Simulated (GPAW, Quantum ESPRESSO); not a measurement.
A Quantum ESPRESSO input for a self-consistent single point of Se (P3_121, 3 atoms in the cell) (DFT, PBE, plane waves, SSSP 1.1.2 efficiency (PBE) pseudopotentials):

```fortran
&CONTROL
 calculation = 'scf'
 prefix = 'scf'
 outdir = './tmp'
 pseudo_dir = './'
 tprnfor = .true.
 tstress = .true.
/
&SYSTEM
 ibrav = 0
 nat = 3
 ntyp = 1
 ecutwfc = 40
 ecutrho = 320
 occupations = 'smearing'
 smearing = 'fermi-dirac'
 degauss = 0.000734986
/
&ELECTRONS
 conv_thr = 1.0d-8
/
ATOMIC_SPECIES
Se    78.9710  Se_pbe_v1.uspp.F.UPF
ATOMIC_POSITIONS {crystal}
Se    0.00000000    0.22500000    0.66666667
Se    0.77500000    0.77500000    0.00000000
Se    0.22500000    0.00000000    0.33333333
K_POINTS {automatic}
6 6 5  0 0 0
CELL_PARAMETERS {bohr}
   4.17694881    -7.23468756     0.00000000
   4.17694881     7.23468756     0.00000000
   0.00000000     0.00000000     9.46265239
```

### Question
Translate this input to GPAW.

### Answer
One input that does it (others would too):

```python
from ase import Atoms
from ase.units import GPa
from gpaw import GPAW

atoms = Atoms(['Se', 'Se', 'Se'],
              cell=[[2.210346, -3.828432, 0.000000],
                    [2.210346, 3.828432, 0.000000],
                    [0.000000, 0.000000, 5.007420]],
              scaled_positions=[[0.000000, 0.225000, 0.666667],
                                [0.775000, 0.775000, 0.000000],
                                [0.225000, 0.000000, 0.333333]],
              pbc=True)

calc = GPAW(mode={'name': 'pw', 'ecut': 550},
            xc='PBE',
            kpts={'size': (6, 6, 5), 'gamma': True},
            occupations={'name': 'fermi-dirac', 'width': 0.01},
            nbands=-4,
            convergence={'forces': 0.001, 'bands': -2},
            symmetry={'symmorphic': False, 'tolerance': 0.0005},
            maxiter=150)

atoms.calc = calc

energy = atoms.get_potential_energy()
print('Energy (eV):', round(energy, 6))
forces = atoms.get_forces()
print('Forces (eV/Ang):')
print(forces.round(5))
stress = atoms.get_stress()
print('Stress (GPa, Voigt):', (stress / GPa).round(4))
```

Basis, cutoffs, solver keys and any potentials are the target program's own. This input uses DFT PBE, plane waves, GPAW PAW datasets PBE (gpaw-data 1.0.1).

The starting cell has typed, rounded lattice constants, without a prior relaxation at this level. Its lattice was rescaled by a random factor within 2.5 % of one.
